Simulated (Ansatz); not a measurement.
**TiO2: response to strain**

The reference is TiO2 in the anatase structure (space group I4_1/amd, No. 141; a = 3.770 Å, c = 9.552 Å). Axes: x, y, z lie along a, b, c of the conventional cell.

Strains are applied to the cell and any free atomic positions relax; under biaxial strain the out-of-plane vector relaxes too.

Levels (all Ansatz, a quantum-chemistry and plane-wave program, PAW): PBEsol (420 eV, no SOC); r2SCAN (500 eV, without spin-orbit coupling); HSE06 (420 eV, scalar-relativistic without spin-orbit coupling).

Band gaps by level, all at the geometries relaxed with PBEsol:

| case | PBEsol | r2SCAN | HSE06 |
|---|---|---|---|
| base | 2.11 eV | 2.54 eV | 3.65 eV |
| biaxial strain +2.46 %, plane normal [001], relaxed out of plane | 1.90 eV | 2.32 eV | 3.42 eV |
| isotropic strain −4.64 % | 2.21 eV | 2.70 eV | 3.83 eV |
| uniaxial strain ε_xx = −0.46 % | 2.12 eV | 2.55 eV | 3.67 eV |

Single points use the geometry relaxed with PBEsol. HSE06 was sampled on its mesh, a few special points and the semilocal edge points, so its gap is an upper bound. Whether these cells are dynamically stable was not tested. All final runs are without spin polarisation.
